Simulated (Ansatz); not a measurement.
Input and output of a self-consistent single point for V (Im-3m, 1 atom in the cell) (Ansatz, an electronic-structure program).

Level of theory: PBE, norm-conserving files (source: ansatz) (plane waves; Ansatz).

The change in words: lattice scaled by 0.98; basis.ecutwfc: 420 eV → 800 eV; hamiltonian.pseudopotentials: {kind: paw} (the program's default PAW files) → {kind: nc, source: ansatz}. Reference geometry:
```yaml
crystal:
  lattice:
    - [-1.50743, 1.50743, 1.50743]
    - [1.50743, -1.50743, 1.50743]
    - [1.50743, 1.50743, -1.50743]
  atoms:
    - { symbol: V, position: [0.00000, 0.00000, 0.00000] }
```

Reference input (self-consistent single point, DFT, PBE, plane waves, default PAW files): basis.ecutwfc = 420 eV; kpoints.mp_grid.grid = 15 15 15; hamiltonian.xc = pbe; hamiltonian.pseudopotentials = {kind: paw} (the program's default PAW files); scf.occupations.method = gaussian; scf.occupations.width = 0.1 eV. This run's input differs from it in these lines:

Ansatz 0.2 input:
```diff
@@ -3,5 +3,5 @@
   lattice:
-    - [-1.507425, 1.507425, 1.507425]
-    - [1.507425, -1.507425, 1.507425]
-    - [1.507425, 1.507425, -1.507425]
+    - [-1.477276, 1.477276, 1.477276]
+    - [1.477276, -1.477276, 1.477276]
+    - [1.477276, 1.477276, -1.477276]
   atoms:
@@ -9,3 +9,3 @@
 basis:
-  ecutwfc: 420.0 eV
+  ecutwfc: 800.0 eV
 kpoints:
@@ -14,3 +14,3 @@
   xc: pbe
-  pseudopotentials: { kind: paw }
+  pseudopotentials: { kind: nc, source: ansatz }
 scf:
```

Output, abridged:

```
SCF iter   1: F=—  HF=-2089.591354 eV  |F-HF|=—  |Δ(HF+E_count)|=         —  Δρ=9.71e-2  dr2=9.71e-1  ethr=3.10e-3  ⟨swp⟩=6.3  Hψ=8946  notcnv=0
all-band conjugate gradients solve this SCF's bands
preconditioner: auto → none
SCF iter   2: F=—  HF=-2089.315807 eV  |F-HF|=—  |Δ(HF+E_count)|=   2.76e-1  Δρ=3.76e-2  dr2=8.28e-2  ethr=3.10e-3  ⟨swp⟩=3.1  Hψ=3917  notcnv=0  defer=34
SCF iter   3: F=—  HF=-2089.290452 eV  |F-HF|=—  |Δ(HF+E_count)|=   2.54e-2  Δρ=1.31e-2  dr2=3.17e-3  ethr=6.37e-4  ⟨swp⟩=2.9  Hψ=2830  notcnv=0  defer=34
SCF iter   4: F=—  HF=-2089.290900 eV  |F-HF|=—  |Δ(HF+E_count)|=   4.48e-4  Δρ=8.53e-4  dr2=2.24e-5  ethr=2.44e-5  ⟨swp⟩=1.4  Hψ=1421  notcnv=0  defer=34
SCF iter   5: F=—  HF=-2089.290901 eV  |F-HF|=—  |Δ(HF+E_count)|=   8.80e-7  Δρ=1.78e-4  dr2=1.09e-6  ethr=1.73e-7  ⟨swp⟩=2.1  Hψ=1693  notcnv=0  defer=34
SCF iter   6: F=-2089.290900 eV  HF=-2089.290900 eV  |F-HF|=3.69e-8  |Δ(HF+E_count)|=   2.72e-7  Δρ=2.92e-5  dr2=4.36e-8  ethr=7.69e-10  ⟨swp⟩=10.4  Hψ=8140  notcnv=0
SCF 1 converged in 6 iterations: F = -2089.290900 eV  dr2 = 4.36e-8
Free energy (F): -2089.290900 eV
Internal energy: -2089.284823 eV  (E = F + TS)
E sigma→0 (E₀):  -2089.287862 eV
Entropy (-TS):   -0.006078 eV (-6.078 meV/atom)
Fermi energy:    17.545897 eV
--- Forces (eV/Å), atoms counted from 1 ---
  atom   1  V      0.00000000     0.00000000    -0.00000000
--- Stress (GPa, compression-positive) ---
        6.219847      -0.000000       0.000000
        0.000000       6.219847      -0.000000
        0.000000       0.000000       6.219847
  P = ⅓ Tr σ = 6.2198 GPa (62.198 kbar)
  The stress holds the Pulay correction. Without it, at fixed plane waves, as pw.x and ABINIT print it: P = -19.2189 GPa
```

The run converged in 6 iterations. Against the reference run the pressure goes from -3.38 to 6.22 GPa.

The starting cell has typed, rounded lattice constants, without a prior relaxation at this level. Its lattice was rescaled by up to half a per cent. For this run, on top of that: lattice scaled by 0.98. Spin polarisation is off. Ansatz's pressure includes its estimate of the finite-basis (Pulay) stress. Without the estimate this run gives -19.22 GPa. The cutoff lies below the one recommended for these files.
